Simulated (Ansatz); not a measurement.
Input and output of a self-consistent single point for a (001) slab of Bi (cut from a parent of space group no. 166; 6 atoms in the cell) (Ansatz, a first-principles code).

Level of theory: PBEsol, default PAW files made with PBE (plane waves; Ansatz).

```yaml
crystal:
  lattice:
    - [4.52725, 0.00000, 0.00000]
    - [-2.26363, 3.92071, 0.00000]
    - [0.00000, 0.00000, 23.45631]
  atoms:
    - { symbol: Bi, position: [0.00000, 0.00000, 0.36618] }
    - { symbol: Bi, position: [0.66667, 0.33333, 0.29843] }
    - { symbol: Bi, position: [0.66667, 0.33333, 0.53387] }
    - { symbol: Bi, position: [0.33333, 0.66667, 0.46613] }
    - { symbol: Bi, position: [0.33333, 0.66667, 0.70157] }
    - { symbol: Bi, position: [0.00000, 0.00000, 0.63382] }
```

Reference input (self-consistent single point, DFT, PBEsol, plane waves, default PAW files made with PBE): basis.ecutwfc = 420 eV; kpoints.mp_grid.grid = 7 7 1; hamiltonian.xc = pbesol; hamiltonian.pseudopotentials = {kind: paw} (the program's default PAW files); scf.occupations.method = gaussian; scf.occupations.width = 0.1 eV. This run's input differs from it in these lines:

Ansatz 0.2 input:
```diff
@@ -17,3 +17,3 @@
   mp_grid:
-    grid: [7, 7, 1]
+    grid: [10, 10, 1]
 hamiltonian:
```

Output (repeated stretches shortened):

```
SCF iter   1: F=—  HF=-73451.399664 eV  |F-HF|=—  |Δ(HF+E_count)|=         —  Δρ=1.60e-3  dr2=7.99e-2  ethr=1.77e-3  ⟨swp⟩=8.5  Hψ=3205  notcnv=0
all-band conjugate gradients solve this SCF's bands
preconditioner: auto → LDOS
SCF iter   2: F=—  HF=-73451.468091 eV  |F-HF|=—  |Δ(HF+E_count)|=   6.84e-2  Δρ=3.36e-3  dr2=9.15e-1  ethr=8.87e-5  ⟨swp⟩=2.9  Hψ=1627  notcnv=0  defer=42
   [... lines left out ...]
SCF iter   4: F=—  HF=-73451.392055 eV  |F-HF|=—  |Δ(HF+E_count)|=   5.68e-3  Δρ=1.52e-4  dr2=7.69e-4  ethr=6.14e-5  ⟨swp⟩=1.8  Hψ=787  notcnv=0  defer=37
SCF iter   5: F=—  HF=-73451.392046 eV  |F-HF|=—  |Δ(HF+E_count)|=   9.04e-6  Δρ=6.89e-5  dr2=6.45e-5  ethr=8.54e-7  ⟨swp⟩=3.0  Hψ=1368  notcnv=0  defer=37
SCF iter   6: F=—  HF=-73451.392253 eV  |F-HF|=—  |Δ(HF+E_count)|=   2.07e-4  Δρ=1.93e-5  dr2=2.34e-6  ethr=7.16e-8  ⟨swp⟩=2.0  Hψ=1383  notcnv=0  defer=24
SCF iter   7: F=-73451.392254 eV  HF=-73451.392254 eV  |F-HF|=9.27e-8  |Δ(HF+E_count)|=   7.48e-7  Δρ=4.13e-6  dr2=6.46e-8  ethr=1.11e-10  ⟨swp⟩=12.7  Hψ=4300  notcnv=0
SCF 1 converged in 7 iterations: F = -73451.392254 eV  dr2 = 6.46e-8
Free energy (F): -73451.392254 eV
Internal energy: -73451.389882 eV  (E = F + TS)
E sigma→0 (E₀):  -73451.391068 eV
Entropy (-TS):   -0.002372 eV (-0.395 meV/atom)
Fermi energy:    2.779430 eV
--- Forces (eV/Å), atoms counted from 1 ---
  atom   1  Bi     0.00000000    -0.00000000     0.10639011
  atom   2  Bi     0.00000000     0.00000000    -0.09649685
  atom   3  Bi     0.00000000    -0.00000000     0.05500694
  atom   4  Bi     0.00000000     0.00000000    -0.05500694
  atom   5  Bi     0.00000000    -0.00000000     0.09649685
  atom   6  Bi     0.00000000     0.00000000    -0.10639011
--- Stress (GPa, compression-positive) ---
       -0.706515       0.000000       0.000000
       -0.000000      -0.706515      -0.000000
       -0.000000      -0.000000       0.127701
  P = ⅓ Tr σ = -0.4284 GPa (-4.284 kbar)
  The stress holds the Pulay correction. Without it, at fixed plane waves, as pw.x and ABINIT print it: P = -0.4411 GPa
```

The run converged in 7 iterations. Against the reference run the free energy goes up by 2.6 meV/atom and the largest force goes from 0.072 to 0.106 eV/Å.

The starting cell has typed, rounded lattice constants, without a prior relaxation at this level. The slab is cut from that crystal, and its faces are unrelaxed. Its lattice was rescaled by up to half a per cent. Spin-orbit coupling is off.
